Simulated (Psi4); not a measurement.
Psi4 1.11, PBE/def2-svp: Ta(I)4 ([I][Ta+]([I])([I])[I]), charge +1, multiplicity 1, 5 atoms. The geometry is a generated start, not checked to be a minimum at this level.

* **task**: energy
* **method**: pbe
* **basis**: def2-svp
* **memory**: 3 GB
* **maxiter**: 100
* **keys of the molecule block**: symmetry c1
* **scf_type**: df (default)
* **e_convergence**: 1e-06 (default)
* **d_convergence**: 1e-06 (default)
* **dft_radial_points**: 75 (default)
* **dft_spherical_points**: 302 (default)
* **effective core potentials**: those of the basis set, past Kr
* **basis functions**: 136
* **grid points**: 105938

```xyz
5

Ta    -0.0003     0.0001     0.0004
I      2.1054    -0.6176    -1.5114
I      0.7983     0.4001     2.5113
I     -1.1446     2.2159    -0.9362
I     -1.7588    -1.9984    -0.0641
```

Charge 1 and multiplicity 1 are set for this test and not shown to be the ground state.

With the defaults (diis = true, scf_initial_accelerator = adiis, damping_percentage = 0, guess = auto, which took SAD, soscf = false, soscf_start_convergence = 0.01, diis_max_vecs = 10) it converges in 13 SCF iterations. One run each on 2 threads, with these changes:
- damping_percentage = 20
- guess = gwh
- guess = sadno
- soscf = true, soscf_start_convergence = 0.1
- diis = false, scf_initial_accelerator = none, damping_percentage = 60
- diis_max_vecs = 6
- soscf = true
- diis_max_vecs = 3
- guess = sapgau

Problem. Which of these changes keep the SCF from converging, or lead it to another solution?

Solution. No convergence: diis = false, scf_initial_accelerator = none, damping_percentage = 60 (the run ends without SCF convergence in 100 iterations). The rest reach the solution of the defaults.

| setting | SCF iterations | JK calls | end |
|---|---|---|---|
| soscf = true, soscf_start_convergence = 0.1 | 8 | 34 | same solution |
| soscf = true | 10 | 41 | same solution |
| the defaults | 13 | 14 | same solution |
| guess = sadno | 14 | 14 | same solution |
| diis_max_vecs = 6 | 16 | 17 | same solution |
| guess = gwh | 18 | 18 | same solution |
| guess = sapgau | 24 | 24 | same solution |
| damping_percentage = 20 | 24 | 25 | same solution |
| diis_max_vecs = 3 | 47 | 48 | same solution |
| diis = false, scf_initial_accelerator = none, damping_percentage = 60 | 100 | 101 | no convergence |

An SOSCF iteration holds several JK calls; a Hückel guess adds calls on atoms. 1 further run of the study ended by our limits or in an error and is left out.
